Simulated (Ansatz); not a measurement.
## TlBr: alloy series

Base system: TlBr (space group Cmcm, No. 63; a cell from a computed database, its experimental status unchecked).

```xyz
4
Lattice="2.1696 -6.0770 0.0000 2.1696 6.0770 0.0000 0.0000 0.0000 4.8687" Properties=species:S:1:pos:R:3 pbc="T T T"
Tl     2.1696     1.3307     3.6516
Tl     2.1696    -1.3307     1.2172
Br     2.1696    -4.4226     1.2172
Br     2.1696     4.4226     3.6516
```

The other end (x = 1) is TlCl (space group Cmcm, No. 63; a model cell, its experimental status unchecked): 29.09 Å³/atom, gap 2.18 eV; this end may not be an ambient phase.

Cl replaces a fraction x of Br; each row is one arrangement (x, atoms in the cell, starting space group or random), fully relaxed.

Method: Kohn–Sham DFT with the PBEsol functional, run in Ansatz (a first-principles code) with PAW and 420 eV plane waves, no spin-orbit coupling, earlier PAW set.

| Cl fraction x | volume per atom (Å³/atom) |
|---|---|
| 0 | 32.097 |
| 0.25 (Cm, 8 atoms) | 31.398 |
| 0.333 (P2_1/m, 12 atoms) | ? |
| 0.5 (P1, 12 atoms) | 30.653 |
| 0.5 (C2/m, 8 atoms) | 30.650 |
| 0.667 (P-1, 12 atoms) | 30.110 |
| 0.667 (P2_1/m, 12 atoms) | 30.156 |
| 0.667 (C2/m, 12 atoms) | 30.150 |
| 1 | 29.094 |

Fit V(x) = (1 − x) V(0) + x V(1) − b x(1 − x) with the ends held (b = 0 is Vegard's rule) to the rows shown and predict the withheld row.

Least squares on the printed values gives b = -0.22 Å³/atom, against 31.097 Å³/atom from the straight line alone (largest residual 0.033 Å³/atom); this predicts 31.146 Å³/atom, and the run gives 31.064 Å³/atom, 0.082 lower.

These are small ordered cells, not random alloys; other orderings at the same x differ. Spin-orbit coupling, missing from the scalar runs, can matter with Tl. Stability against distortions was not tested. This is not the structure that TlBr has at room temperature and ambient pressure. This is not the structure that TlCl has at room temperature and ambient pressure.
